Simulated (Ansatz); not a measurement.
An Ansatz (an electronic-structure program) run: ZrB2 with a change (uniaxial strain ε_zz = −0.50 %); PBEsol/PAW in Ansatz, scalar-relativistic without spin-orbit coupling.

Input:

Ansatz 0.2 input:
```yaml
crystal:
  lattice:
    - [3.1552158626, 0, 0]
    - [-1.5776079313, 2.7324970914, 0]
    - [0, 0, 3.4886797708]
  atoms:
    - { symbol: Zr, position: [0, 0, 0] }
    - { symbol: B, position: [0.6666666667, 0.3333333333, 0.5] }
    - { symbol: B, position: [0.3333333333, 0.6666666667, 0.5] }
basis: { ecutwfc: 420, ecutrho_ratio: 4, xc_grid: 2, fft_grid_basis: typed }
kpoints: { mp_grid: { grid: [21, 21, 17] } }
hamiltonian:
  xc: pbesol
  dispersion: none
  pseudopotentials: { kind: paw }
scf: { occupations: { method: fermi_dirac, width: 0.1 }, convergence: { dr2_threshold: 0.0000000003 } }
relax: { f_tol: 0.005, max_steps: 50 }
output: { forces: true, stress: true }
checkpoint: { write: state.ck, write_every: 1000 }
```

Output:

```
Relaxation: its limit of steps is 50 (relax.max_steps)
WARN ansatz: RAYON_NUM_THREADS=1 ignored (pool sized by the plan → 1); use --threads N
Pseudopotentials: kind: paw
Pseudopotential: Zr, paw, valence charge 12
Pseudopotential: B, paw, valence charge 3
Functional definition: PBEsol
Crystal: 3 atoms, lattice volume = 30.078 Å³
Basis set: ecut = 420 eV, 563 PW (Γ), exchange–correlation on 48×48×48 points (8 copies of the dense FFT grid, shifted against one another)
Bands: 13, of which v1, the nominal top of the filled ones, is band 9 counted from 1 (8 counted from 0)
Symmetry: 24 space group operations
Space group: P6/mmm (ITA 191), of the structure as read, at distance tolerance 3.1e-5 Å
k-points: 432 of 7497
PAW frozen core: Zr, regenerated for the run's functional, and the local potential with it
PAW frozen core: B, regenerated for the run's functional, and the local potential with it
Initial density: superposition of atomic densities (neutral atoms: chi_scale 0, normalization atom), corrected by the library's trained network
Initial wavefunctions: pseudopotential atomic-orbital guess
Eigensolver: davidson
Functional: x = pbesol(κ = 0.804, μ = 0.12345679012345678), c = pbesol(β = 0.046)
SCF iter   1: F=—  HF=-4437.226802 eV  |F-HF|=—  |Δ(HF+E_count)|=         —  Δρ=4.93e-3  dr2=1.16e-2  ethr=1.77e-3  ⟨swp⟩=4.9  Hψ=27557  notcnv=0
all-band conjugate gradients solve this SCF's bands
preconditioner: auto → none
SCF iter   2: F=—  HF=-4437.225008 eV  |F-HF|=—  |Δ(HF+E_count)|=   1.79e-3  Δρ=3.32e-3  dr2=6.09e-3  ethr=6.44e-5  ⟨swp⟩=1.0  Hψ=9072  notcnv=0
SCF iter   3: F=—  HF=-4437.223299 eV  |F-HF|=—  |Δ(HF+E_count)|=   1.71e-3  Δρ=8.17e-4  dr2=1.50e-4  ethr=3.38e-5  ⟨swp⟩=2.0  Hψ=7748  notcnv=0
SCF iter   4: F=—  HF=-4437.223247 eV  |F-HF|=—  |Δ(HF+E_count)|=   5.19e-5  Δρ=1.97e-4  dr2=4.44e-6  ethr=8.35e-7  ⟨swp⟩=2.3  Hψ=9081  notcnv=0
SCF iter   5: F=—  HF=-4437.223254 eV  |F-HF|=—  |Δ(HF+E_count)|=   7.14e-6  Δρ=3.78e-5  dr2=3.60e-7  ethr=2.46e-8  ⟨swp⟩=2.0  Hψ=9438  notcnv=0
SCF iter   6: F=—  HF=-4437.223254 eV  |F-HF|=—  |Δ(HF+E_count)|=   1.32e-7  Δρ=9.35e-6  dr2=1.69e-8  ethr=2.00e-9  ⟨swp⟩=2.1  Hψ=8927  notcnv=0
SCF iter   7: F=-4437.223254 eV  HF=-4437.223254 eV  |F-HF|=1.82e-12  |Δ(HF+E_count)|=   6.69e-9  Δρ=6.23e-7  dr2=3.18e-11  ethr=1.67e-12  ⟨swp⟩=3.0  Hψ=23155  notcnv=0
SCF 1 converged in 7 iterations: F = -4437.223254 eV  dr2 = 3.18e-11
relax step   1: F+E_penalty+E_count = -4437.22325435 eV  Δ(F+E_penalty+E_count) = +0.000e0 eV  max|allowed force component| = 1.419e-16 eV/Å  Δτ_max = 0.0000 Å  (7 SCF iters, accepted)
the relaxation is at rest under the 24 symmetry operations that the run kept from its start: a minimum is not shown …
SCF converged after 7 iterations
Free energy (F): -4437.223254 eV
Harris-Foulkes:  -4437.223254 eV  (|F-HF|=1.82e-12)
Internal energy: -4437.214214 eV  (E = F + TS)
E sigma→0 (E₀):  -4437.218734 eV
Entropy (-TS):   -0.009040 eV (-3.013 meV/atom)
Fermi energy:    16.068162 eV
--- Per-component energies (eV) ---
  E_band       = -19.513025
  E_kinetic    = 436.785012
  E_local      = -546.816036  (includes V_loc(G=0)·N_el)
  E_nonlocal   = 102.347038
  E_hartree    = 173.148952
  E_xc         = -228.132382
  E_vxc        = -271.457281  (∫ρ·V_xc dr)
  E_paw        = -3050.824980  (= ΣΔE_a)
  E_vpaw       = -86.669639  (= ΣTr[D̂ρ^β])
  E_aug_tail   = 0.000017  (compensation charges beyond the density's cutoff)
  E_ewald      = -1323.916978
  E_core_change = 0.195142  (= ΣΔE_core)
  E_smearing   = -0.009040  (= −TS)
  E_closure    = 0.000000  (closes the sum)
  Σ components = -4437.223254   (vs F -4437.223254, Δ=0.00e0)
  [band-id]    e_kinetic+e_local+e_nonlocal+2·e_hartree+e_vxc+e_vpaw+e_augmentation_tail = -19.512984   (vs E_band -19.513025, Δ=4.12e-5)
--- Forces (eV/Å), atoms counted from 1 ---
  atom   1  Zr    -0.00000000     0.00000000     0.00000000
  atom   2  B      0.00000000     0.00000000     0.00000000
  atom   3  B      0.00000000    -0.00000000     0.00000000
  max |Σ_I F_I| component: 7.40e-17 eV/Å
--- Stress (GPa, compression-positive) ---
        0.652219       0.000000       0.000000
        0.000000       0.652219       0.000000
        0.000000       0.000000       2.302340
  P = ⅓ Tr σ = 1.2023 GPa (12.023 kbar)
  The stress holds the Pulay correction. Without it, at fixed plane waves, as pw.x and ABINIT print it: P = 1.0106 GPa
  The stress includes an estimate of the error left by incomplete SCF convergence (largest component -0.0002 GPa).
--- Band table ---
  band table: none
--- Relaxed structure (1 steps of the walk, 1 accepted, 0 SCFs on fresh bases) ---
  F+E_penalty+E_count = -4437.22325435 eV   max|allowed force component| = 1.419e-16 eV/Å
  atoms:
    - { symbol: Zr, position: [0.0, 0.0, 0.0] }
    - { symbol: B, position: [0.6666666666666667, 0.33333333333333337, 0.5] }
    - { symbol: B, position: [0.33333333333333337, 0.6666666666666667, 0.5] }
```

Stability against distortions was not tested. All final runs are without spin polarisation. The cell was made from ZrB2 (space group P6/mmm, No. 191) by this change: uniaxial strain ε_zz = −0.50 %.
